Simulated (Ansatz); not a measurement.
Effect of biaxial strain −0.94 %, plane normal [110], relaxed out of plane on Pt

The reference is Pt in the fcc (Cu type) structure (space group Fm-3m, No. 225; a = 3.942 Å; relaxed with 0.1 eV smearing). Axes: x, y, z lie along the cube axes.

It is then changed as follows: compressive biaxial strain of 0.94 % in the plane normal to [110], as in epitaxy on a mismatched substrate; the out-of-plane cell vector and the atoms relax.

All numbers come from plane-wave PAW DFT at the r2SCAN level (Ansatz, a program for electronic structure, 500 eV), spin-orbit coupling left out, earlier PAW set. k-mesh 29×29×29 (Γ-centred); smearing 0.1 eV (Fermi–Dirac).

- Volume per atom: 15.23 Å³ (base 15.31 Å³)
- Space group: Immm (No. 71) (base Fm-3m (No. 225))
- Shortest interatomic distance: 2.761 Å (base 2.787 Å)
- Energy relative to the base (free energy F): +2.3 meV/atom
- Pressure (mean of the normal stresses, compression positive): 1.6 GPa (base 0.0 GPa)
- Band gap: zero (base zero)
- Out-of-plane strain: +1.35 %
- Ratio −ε⊥/ε∥: 1.44
- Mean in-plane stress (compression positive): +2.4 GPa

Final structure (turned so that z lies along the plane normal):

```
CELL_PARAMETERS angstrom
      2.76087     0.00000     0.00000
      0.00000     3.90446     0.00000
      1.38044     1.95223     1.41239
ATOMIC_POSITIONS crystal
  Pt 0.00000 0.00000 0.00000
```

Cost of the whole job for the changed cell (relaxation, final SCF and bands): very roughly 14 core-minutes.

No phonon test of stability was made. All final runs are without spin polarisation.
